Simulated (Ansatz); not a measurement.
# PbS: pressure series

Base system: PbS in the rock salt structure (space group Fm-3m, No. 225; a = 5.9742 Å).

Cell and atoms are relaxed at each pressure.

Level of theory: Kohn–Sham DFT with the r2SCAN functional, run in Ansatz (a quantum-chemistry and plane-wave program) with PAW and 500 eV plane waves, scalar-relativistic without spin-orbit coupling.

| case | lattice parameter a | band gap |
|---|---|---|
| base | 5.974 Å | 0.69 eV |
| pressure −2 GPa | 6.050 Å | 0.82 eV |
| pressure −1 GPa | 6.011 Å | 0.76 eV |
| pressure 3 GPa | 5.882 Å | 0.51 eV |
| pressure 7 GPa | 5.782 Å | 0.28 eV |
| pressure 50 GPa | 5.250 Å | zero |
| pressure 75 GPa | 5.085 Å | zero |
| pressure 100 GPa | 4.961 Å | zero |

A case with no gap was solved on a k-mesh chosen for an insulator, which is coarse for it. With Pb present, leaving out spin-orbit coupling can change the band edges. Load acts through the strain it causes; cell and atoms are relaxed under it. Stability against distortions was not tested. No other phases were tried under pressure. All final runs are without spin polarisation. Gaps under 0.05 eV, about the width of the smearing, are given as zero. A zero or small gap of PbS under pressure 7 GPa and PbS under pressure 50 GPa can be the functional's error rather than a property of the material.
